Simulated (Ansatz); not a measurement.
Data:

```
CELL_PARAMETERS angstrom
      3.95220     0.00000     0.00000
      0.00000     3.95220     0.00000
      0.00000     0.00000     4.90158
ATOMIC_POSITIONS crystal
  Sn 0.50000 0.00000 0.76985
  Sn 0.00000 0.50000 0.23015
  O  0.50000 0.50000 0.00000
  O  0.00000 0.00000 0.00000
```

No spin polarisation.

Method: Kohn–Sham DFT with the PBE-D3(BJ) functional, run in Ansatz (a quantum-chemistry and plane-wave program) with PAW and 420 eV plane waves, scalar-relativistic without spin-orbit coupling. Settings: 12×12×10 k-points, 0.05 eV Fermi–Dirac smearing.

Task: Predict the space group, pressure, gap character and band gap.

Result: 
- Space group: P4/nmm (No. 129)
- Pressure (mean of the normal stresses, compression positive): -3.6 GPa
- Gap character: indirect, M–Γ (80 % along) → M
- Band gap: 0.66 eV

The cells carry an imposed strain or load. Stability against distortions was not tested. The cell was made from SnO (space group P4/nmm, No. 129; layered, stacked along the Cartesian z axis) by this change: isotropic strain +3.00 %.
